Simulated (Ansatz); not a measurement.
Base system: C in the diamond structure (space group Fd-3m, No. 227; a = 3.5317 Å). Axes: x, y, z lie along the cube axes.

The values are results of LDA (Ansatz, a quantum-chemistry and plane-wave program, PAW, without spin-orbit coupling), not measurements.

One thing is altered: the cell is stretched by 2.50 % along z with no lateral relaxation; the atoms relax in the strained cell.

**Question.** Predict the stress tensor and what it implies for the stiffness.

**Answer.** Stress of the strained cell less that of the base (GPa, compression positive):
```
  -3.16    0.00    0.00
   0.00   -3.16    0.00
   0.00    0.00  -26.73
```

Then −Δσ_ii/ε with ε = 0.0250 gives secant stiffness values (nonlinear terms included at this strain): C33 ≈ 1070 GPa, C13 ≈ 126 GPa and C23 ≈ 126 GPa.

As a check, the harmonic strain energy −½ V₀ Δσ:ε is 11 meV/atom; the computed energy rise is 12 meV/atom.

No phonon test of stability was made.
